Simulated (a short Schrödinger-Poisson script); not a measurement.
# MOS inversion layer, SiO2 on p-type Si(100)

Structure: MOS inversion layer, SiO2 on p-type Si(100), at 400 K.

| layer | material | thickness (nm) | Na (cm⁻³) |
|---|---|---|---|
| 1 | SiO2 | 1.1 | - |
| 2 | Si | 1600 | 6.9e16 |

Constants are typed, rounded textbook-type inputs, not results; the design itself was drawn at random and stands for no fabricated device. SiO2: permittivity 3.9, conduction-band edge (eV) 3.15, gap (eV) 9, electron mass (mₑ) 0.5. Si: permittivity 11.7, conduction-band edge (eV) 0, gap (eV) 1.124, Nv at 300 K (cm⁻³) 3.1e19.

Channel valleys (confinement mass, in-plane density-of-states mass, number): Δ2 0.916, 0.19, 2; Δ4 0.19, 0.417, 4. At the gate the conduction-band edge of layer 1 lies 3.18 eV − eVg above the Fermi level of the channel; the field vanishes at the back. Gaps are held at their typed values at every temperature. Mesh 0.03 nm at interfaces.

Solved with a short Schrödinger-Poisson script written for these runs: 1D Poisson equation in equilibrium, electrons quantum, Hartree (BenDaniel-Duke, 12 states a valley, the channel's in-plane mass for all, wave functions free to enter the dielectric), parabolic valleys, classical holes, full ionisation, no traps, pinning or gate leakage.

```
Vg (V)  electrons (cm⁻²)  C (μF/cm²)  Δ2 E0 (meV)  Δ2 E1 (meV)  Δ4 E0 (meV)  Δ4 E1 (meV)
------  ----------------  ----------  -----------  -----------  -----------  -----------
0                3.55e11       0.889        142.5        179.1        171.7        229.2
0.1              1.08e12        1.43         98.0        142.5        133.1        197.4
0.2              2.06e12        1.74         69.4        122.4        110.8        181.8
0.3              3.21e12        1.93         48.7        109.9         96.1        172.9
0.4              4.45e12        2.06         32.4        101.3         85.2        167.2
0.5              5.77e12        2.15         18.8         95.0         76.7        163.3
0.6              7.13e12        2.22          7.2         90.1         69.7        160.4
0.7              8.53e12        2.28         -3.2         86.1         63.7        158.2
0.8              9.97e12        2.32        -12.6         82.9         58.3        156.4
0.9              1.14e13        2.36        -21.2         80.1         53.5        155.0
1                1.29e13        2.39        -29.3         77.8         49.1        153.9
```

Subbands count from the Fermi level.
